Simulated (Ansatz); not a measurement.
Al2SiO5 (Pnnm, No. 58) was calculated with r²SCAN (Ansatz, an electronic-structure program, plane waves, PAW).

Numerical settings: plane-wave cutoff 560 eV, 6×4×6 k mesh (along the axes of the cell as run), Fermi–Dirac smearing 0.01 eV, scalar-relativistic PAW data made under PBE.

Cell (relaxed at this level):

```
CELL_PARAMETERS angstrom
      7.79124     0.00000     0.00000
      0.00000     7.89599     0.00000
      0.00000     0.00000     5.55753
ATOMIC_POSITIONS crystal
  Si 0.24615 0.25162 0.00000
  Si 0.75385 0.74838 0.00000
  Si 0.74615 0.24838 0.50000
  Si 0.25385 0.75162 0.50000
  Al 0.00000 0.00000 0.24183
  Al 0.50000 0.50000 0.25817
  Al 0.00000 0.00000 0.75817
  Al 0.50000 0.50000 0.74183
  Al 0.37033 0.13880 0.50000
  Al 0.62967 0.86120 0.50000
  Al 0.87033 0.36120 0.00000
  Al 0.12967 0.63880 0.00000
  O  0.42266 0.36289 0.50000
  O  0.57734 0.63711 0.50000
  O  0.92266 0.13711 0.00000
  O  0.07734 0.86289 0.00000
  O  0.42469 0.36241 0.00000
  O  0.57531 0.63759 0.00000
  O  0.92469 0.13759 0.50000
  O  0.07531 0.86241 0.50000
  O  0.10287 0.40008 0.00000
  O  0.89713 0.59992 0.00000
  O  0.60287 0.09992 0.50000
  O  0.39713 0.90008 0.50000
  O  0.22981 0.13339 0.23962
  O  0.77019 0.86661 0.23962
  O  0.72981 0.36661 0.26038
  O  0.27019 0.63339 0.26038
  O  0.77019 0.86661 0.76038
  O  0.22981 0.13339 0.76038
  O  0.27019 0.63339 0.73962
  O  0.72981 0.36661 0.73962
```

Estimate the band gap that the calculation returns.


- band gap = 5.67 eV (direct)

The computed numbers hold no vibrational or temperature effects.

Computing time: about 8 core-minutes (a rough figure).
